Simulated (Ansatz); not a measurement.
A self-consistent single point of BeTe (F-43m, 2 atoms in the cell) with Ansatz (a program for electronic structure)

Computed with LDA (PW92), default PAW files made with PBE (plane waves; Ansatz).

The input file:

Ansatz 0.2 input:
```yaml
crystal:
  lattice:
    - [0.000000, 2.800925, 2.800925]
    - [2.800925, 0.000000, 2.800925]
    - [2.800925, 2.800925, 0.000000]
  atoms:
    - { symbol: Be, position: [0.000000, 0.000000, 0.000000] }
    - { symbol: Te, position: [0.250000, 0.250000, 0.250000] }
basis:
  ecutwfc: 420.0
kpoints:
  mp_grid:
    grid: [8, 8, 8]
hamiltonian:
  xc: lda
  pseudopotentials:
    kind: paw
scf:
  occupations:
    method: fermi_dirac
    width: 0.05
output:
  forces: true
  eigenvalues: true
  stress: true
```

Log, with long lists cut:

```
WARN ansatz: RAYON_NUM_THREADS=1 ignored (pool sized by the plan → 1); use --threads N
Pseudopotentials: kind: paw
Pseudopotential: Be, paw, valence charge 2
Pseudopotential: Te, paw, valence charge 16
Crystal: 2 atoms, lattice volume = 43.948 Å³
Basis set: ecut = 420 eV, 869 PW (Γ)
Bands: 13, of which v1, the nominal top of the filled ones, is band 9 counted from 1 (8 counted from 0)
Symmetry: 24 space group operations
Space group: F-43m (ITA 216), of the structure as read, at distance tolerance 3.5e-5 Å
k-points: 29 of 512 (time reversal used)
PAW frozen core: Be, regenerated for the run's functional, and the local potential with it
PAW frozen core: Te, regenerated for the run's functional, and the local potential with it
Initial density: superposition of atomic densities (neutral atoms: chi_scale 0, normalization atom), corrected by the library's trained network
Initial wavefunctions: pseudopotential atomic-orbital guess
Eigensolver: davidson
Functional: x = slater, c = lda
SCF iter   1: F=—  HF=-6916.148966 eV  |F-HF|=—  |Δ(HF+E_count)|=         —  Δρ=4.95e-3  dr2=8.41e-3  ethr=1.77e-3  ⟨swp⟩=6.5  Hψ=2383  notcnv=0
all-band conjugate gradients solve this SCF's bands
preconditioner: auto → none
SCF iter   2: F=—  HF=-6916.146255 eV  |F-HF|=—  |Δ(HF+E_count)|=   2.71e-3  Δρ=1.82e-3  dr2=5.86e-4  ethr=4.67e-5  ⟨swp⟩=1.9  Hψ=701  notcnv=0
SCF iter   3: F=—  HF=-6916.146009 eV  |F-HF|=—  |Δ(HF+E_count)|=   2.46e-4  Δρ=7.42e-4  dr2=1.05e-4  ethr=3.25e-6  ⟨swp⟩=2.0  Hψ=638  notcnv=0
SCF iter   4: F=—  HF=-6916.145998 eV  |F-HF|=—  |Δ(HF+E_count)|=   1.07e-5  Δρ=1.15e-4  dr2=3.19e-6  ethr=5.83e-7  ⟨swp⟩=1.9  Hψ=470  notcnv=0
SCF iter   5: F=—  HF=-6916.145997 eV  |F-HF|=—  |Δ(HF+E_count)|=   1.08e-6  Δρ=1.08e-5  dr2=4.92e-8  ethr=1.77e-8  ⟨swp⟩=1.2  Hψ=392  notcnv=0
SCF iter   6: F=-6916.145997 eV  HF=-6916.145997 eV  |F-HF|=1.05e-10  |Δ(HF+E_count)|=   5.94e-9  Δρ=1.08e-6  dr2=3.38e-10  ethr=2.73e-10  ⟨swp⟩=3.8  Hψ=1771  notcnv=0
SCF 1 converged in 6 iterations: F = -6916.145997 eV  dr2 = 3.38e-10
SCF converged after 6 iterations
Free energy (F): -6916.145997 eV
Harris-Foulkes:  -6916.145997 eV  (|F-HF|=1.05e-10)
Internal energy: -6916.145997 eV  (E = F + TS)
E sigma→0 (E₀):  -6916.145997 eV
Fermi energy:    8.287967 eV
--- Per-component energies (eV) ---
  E_band       = -268.692215
  E_kinetic    = 201.570536
  E_local      = -1363.757431  (includes V_loc(G=0)·N_el)
  E_nonlocal   = -299.385574
  E_hartree    = 851.896147
  E_xc         = -143.061356
  E_vxc        = -125.285149  (∫ρ·V_xc dr)
  E_paw        = -4566.042586  (= ΣΔE_a)
  E_vpaw       = -385.626948  (= ΣTr[D̂ρ^β])
  E_aug_tail   = -0.000207  (compensation charges beyond the density's cutoff)
  E_ewald      = -1598.074474
  E_core_change = 0.708948  (= ΣΔE_core)
  E_smearing   = -0.000000  (= −TS)
  E_closure    = -0.000000  (closes the sum)
  Σ components = -6916.145997   (vs F -6916.145997, Δ=0.00e0)
--- Forces (eV/Å), atoms counted from 1 ---
  atom   1  Be     0.00000000    -0.00000000     0.00000000
  atom   2  Te     0.00000000    -0.00000000     0.00000000
  max |Σ_I F_I| component: 3.15e-16 eV/Å
--- Stress (GPa, compression-positive) ---
       -1.540697      -0.000000      -0.000000
       -0.000000      -1.540697       0.000000
       -0.000000       0.000000      -1.540697
  P = ⅓ Tr σ = -1.5407 GPa (-15.407 kbar)
  The stress holds the Pulay correction. Without it, at fixed plane waves, as pw.x and ABINIT print it: P = -1.5705 GPa
--- Band table (eV; the first three rows and the last of 29) ---
  k-point 0: bands = ["-28.7964", "-28.7964", "-28.7964", "-28.7811", "-28.7811", "-5.0901", "7.3621", "7.3621", "7.3621", "10.9691", "10.9691", "10.9691", "11.1681"]
  k-point 1: bands = ["-28.7961", "-28.7959", "-28.7959", "-28.7811", "-28.7811", "-4.9409", "6.0242", "7.1220", "7.1220", "10.8893", "11.3182", "11.3182", "12.4896"]
  k-point 2: bands = ["-28.7953", "-28.7948", "-28.7948", "-28.7808", "-28.7808", "-4.5293", "3.9916", "6.6759", "6.6759", "10.6826", "11.8541", "11.8541", "14.3835"]
  k-point 28: bands = ["-28.7940", "-28.7934", "-28.7893", "-28.7820", "-28.7795", "-3.2046", "2.7797", "3.5779", "4.0763", "12.5891", "12.8744", "12.8936", "13.6568"]
```

The run converged in 6 iterations.

The starting cell has typed, rounded lattice constants, without a prior relaxation at this level. Its lattice was rescaled by up to half a per cent. Spin-orbit coupling is off. Ansatz's pressure includes its estimate of the finite-basis (Pulay) stress.
